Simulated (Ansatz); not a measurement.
The parent structure is Si in the diamond structure (space group Fd-3m, No. 227; a = 5.4021 Å). Axes: x, y, z lie along the cube axes.

Computed with DFT with LDA, PAW potentials and a 420 eV plane-wave cutoff in Ansatz (a first-principles code), no spin-orbit coupling.

Base values:

| Item | Result |
|---|---|
| Pressure | -0.1 kbar |
| Valley order | a point along ⟨100⟩, about 1.0 Å⁻¹ from Γ 0.45 eV; L along ⟨111⟩ 1.48 eV |

Modification: biaxial strain −1.67 %, plane normal [111], relaxed out of plane (Cartesian); in-plane vectors clamped, the third vector and the atoms free.

How does this affect the pressure?

The pressure (mean of the normal stresses, compression positive) grows by 25.9 kbar (-0.1 kbar → 25.8 kbar).

What does the calculation give for the ratio −ε⊥/ε∥ after the change?

The ratio −ε⊥/ε∥ amounts to 0.49.

How does this affect the valley order?

The valley order (the lowest conduction-band minima on the path, energy above the VBM, named in the base's zone) goes from a point along ⟨100⟩, about 1.0 Å⁻¹ from Γ 0.45 eV; L along ⟨111⟩ 1.48 eV to a point along [010], about 1.0 Å⁻¹ from Γ 0.28 eV; L along [1-1-1] 1.39 eV; L along [111] 1.74 eV.

Estimate the effect on the energy relative to the base.

The energy grows by 7.8 meV/atom.

The levels and masses belong to the bands next to the band gap. Stability against distortions was not tested.
